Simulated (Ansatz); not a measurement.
# B in the bcc (W type) structure (space group Im-3m, No. 229; a hypothetical phase, not in the database extracts checked)

```
CELL_PARAMETERS angstrom
     -1.14853     1.14853     1.14853
      1.14853    -1.14853     1.14853
      1.14853     1.14853    -1.14853
ATOMIC_POSITIONS crystal
  B  0.00000 0.00000 0.00000
```

Calculations: PBEsol (Ansatz, an electronic-structure program), spin-orbit coupling left out. k-mesh 28×28×28 (Γ-centred); smearing 0.05 eV (Fermi–Dirac).

The volume per atom is 6.06 Å³ and the density is 2.96 g/cm³. The band gap comes out as zero and the total energy is -151.020 eV/atom (σ→0; compares only within this code and set-up).

No phonon test of stability was made.
